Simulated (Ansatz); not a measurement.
The starting structures come from a database of crystals and need not be the phases stable at ambient conditions.

 Where the default PAW files enter, the runs use the earlier of Ansatz's two default sets.

Inside the gap of an insulator the Bloch states are evanescent, with a wavenumber k + iκ along the transport direction.

Consider the following.

```
NaCNS
1.0
    4.12141     0.00000     0.00000
    0.00000     5.68074     0.00000
    0.00000     0.00000    13.60970
Na C S N
4 4 4 4
Direct
  0.75000   0.43272   0.89609
  0.25000   0.56728   0.10391
  0.25000   0.93272   0.60391
  0.75000   0.06728   0.39609
  0.75000   0.13086   0.11647
  0.25000   0.86914   0.88353
  0.25000   0.63086   0.38353
  0.75000   0.36914   0.61647
  0.75000   0.89476   0.18447
  0.25000   0.10524   0.81553
  0.25000   0.39476   0.31553
  0.75000   0.60524   0.68447
  0.25000   0.69477   0.93210
  0.75000   0.30523   0.06790
  0.75000   0.19477   0.56790
  0.25000   0.80523   0.43210
```

Space group of this cell: Pnma. The cell is taken as given; by PBEsol its mean pressure is -1.1 GPa.

Transport runs along the normal of the first two printed cell vectors.

No gap correction and no spin-orbit coupling; mid-gap values are interpolated between computed energies.

State the band gap and the smallest decay constant κ at mid-gap according to Ansatz (a first-principles code) with PBEsol.

Gap 4.12 eV on a 8×6×4 mesh; κ = 0.511 1/Å, at the zone centre.
